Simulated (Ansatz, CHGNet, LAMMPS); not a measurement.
## Corundum Ga2O3 (metastable phase): properties by level of theory

Reference values: lattice constant a 4.982 Å (measured, temperature not stated, no zero-point or thermal correction; as tabulated in Marezio, Remeika, J. Chem. Phys. 46, 1862 (1967) (COD 1538347)); lattice parameter c 13.433 Å (measured, temperature not stated, no zero-point or thermal correction; as tabulated in Marezio, Remeika, J. Chem. Phys. 46, 1862 (1967) (COD 1538347)).

```tsv
level (code)	lattice constant a (Å)	c axis length (Å)
ionic model grimes1999 (shell model, LAMMPS)	4.990	13.177
CHGNet 0.3.0	5.060	13.573
LDA (Ansatz)	?	?
revPBE (Ansatz)	5.087	13.719
r²SCAN+rVV10 (Ansatz)	4.976	?
```

### Question
Fill in the missing entries.

### Answer

- LDA (Ansatz, a quantum-chemistry and plane-wave program), lattice constant a (Å): 4.950
- LDA (Ansatz), c axis length (Å): 13.306
- r²SCAN+rVV10 (Ansatz), c axis length (Å): 13.400

Differences from the reference values (errors of the level alone only where the reference is corrected to a static lattice):

| level | lattice constant a (%) | lattice parameter c (%) |
|---|---|---|
| ionic model grimes1999 | +0.16 | -1.91 |
| CHGNet 0.3.0 | +1.57 | +1.04 |
| LDA | -0.64 | -0.95 |
| revPBE | +2.11 | +2.13 |
| r²SCAN+rVV10 | -0.12 | -0.25 |

Nearest: lattice constant a, not ranked (reference at room or unstated temperature); lattice parameter c, not ranked (reference at room or unstated temperature).

Empirical potentials (ionic model grimes1999) are fitted to chosen data: where that held the value shown, agreement is built in, and what lay outside the fit can be far off. Machine-learned potentials (CHGNet 0.3.0) are trained on DFT data: a solid inside that data is no test of them.

Ansatz's density-functional and Hartree–Fock values are scalar-relativistic unless marked +SOC, with PAW data made under PBE.

Differences are worked out from the printed values.

Static lattice: no zero-point or thermal effects.
